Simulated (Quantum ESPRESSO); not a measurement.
**One base run on Al₂Cu (I4/mcm, 6 atoms in the cell) and variants with one or two settings moved**

```yaml
crystal:
  lattice:
    - [-3.05798, 3.05798, 2.43987]
    - [3.05798, -3.05798, 2.43987]
    - [3.05798, 3.05798, -2.43987]
  atoms:
    - { symbol: Al, position: [0.84139, 0.65861, 0.50000] }
    - { symbol: Al, position: [0.15861, 0.34139, 0.50000] }
    - { symbol: Al, position: [0.65861, 0.15861, 0.81722] }
    - { symbol: Al, position: [0.34139, 0.84139, 0.18278] }
    - { symbol: Cu, position: [0.25000, 0.25000, 0.00000] }
    - { symbol: Cu, position: [0.75000, 0.75000, 0.00000] }
```

Base run A: PBEsol, PSlibrary ultrasoft (PBE) pseudopotentials in Quantum ESPRESSO, self-consistent single point.

Its settings: ecutwfc = 50 Ry; ecutrho = 300 Ry; occupations = smearing; smearing = fermi-dirac; degauss = 0.0036749 Ry; input_dft = pbesol; potentials = {Al: Al.pbe-n-rrkjus_psl.1.0.0.UPF, Cu: Cu.pbe-dn-rrkjus_psl.1.0.0.UPF}; K_POINTS = automatic 9 9 9 0 0 0; conv_thr = 1e-10 Ry; mixing_beta = 0.7.

The starting cell comes from a database of computed structures (which also holds hypothetical and non-ambient phases and stackings), without a prior relaxation at this level. Its lattice was rescaled by a random factor within 2.5 % of one. Spin polarisation is off. In the base run, with a pressure of about -5 GPa the cell is away from its equilibrium volume at this level.

ΔF is the free energy per atom less that of run A. A dash stands where there is no value to compare (another energy zero or no entropy term, no result, no spin, no clean gap, or a mesh too coarse for one). Total energies depend on the potentials, the functional and any Hubbard or dispersion term, so they are compared only between runs that share all of them.

Run A gave: pressure (GPa) -5.25; largest force (eV/Å) 0.045; k-points 75; valence electrons 34.

Runs:
- B: conv_thr: 1e-10 Ry → 7.3e-07 Ry
- C: K_POINTS: automatic 9 9 9 0 0 0 → automatic 8 8 8 1 1 1
- D: ecutwfc: 50 Ry → 20 Ry; ecutrho: 300 Ry → 120 Ry
- E: vdw_corr: default → grimme-d3; dftd3_version: default → 3; dftd3_threebody: default → false [PBEsol-D3(0)]
- F: parallel starting moments (0 0 0 0 1 1 μB); nspin: default → 2
- G: degauss: 0.0036749 Ry → 0.011025 Ry
- H: ecutrho: 300 Ry → 800 Ry
- I: mixing_beta: 0.7 → 0.1
- J: ecutwfc: 50 Ry → 80 Ry; ecutrho: 300 Ry → 480 Ry; pseudopotentials: {Al: Al.pbe-n-rrkjus_psl.1.0.0.UPF, Cu: Cu.pbe-dn-rrkjus_psl.1.0.0.UPF} → {Al: Al.pbe-n-kjpaw_psl.1.0.0.UPF, Cu: Cu.pbe-spn-kjpaw_psl.1.0.0.UPF}

Task: What does run J change against A?

Result: The pressure goes from -5.25 to -5.94 GPa and the largest force goes from 0.045 to 0.037 eV/Å.

Task: What does run C change against A?

Result: The free energy falls by 2.6 meV/atom, the pressure stays near -5.25 GPa while the zz stress (positive for compression) goes from -5.63 to -4.81 GPa and the largest force stays at 0.045 eV/Å.

```csv
run,ΔF (meV/atom),pressure (GPa),largest force (eV/Å),k-points,valence electrons
A,0.00,-5.25,0.045,75,34
B,0.00,-5.38,0.045,75,34
C,-2.6,-5.25,0.045,56,34
D,3114.7,-146.51,0.074,75,34
E,–,-8.75,0.009,75,34
F,0.01,-5.25,0.045,75,34
G,-11.1,-5.16,0.054,75,34
H,0.01,-5.25,0.045,75,34
I,0.00,-5.25,0.045,75,34
J,–,-5.94,0.037,75,50
```
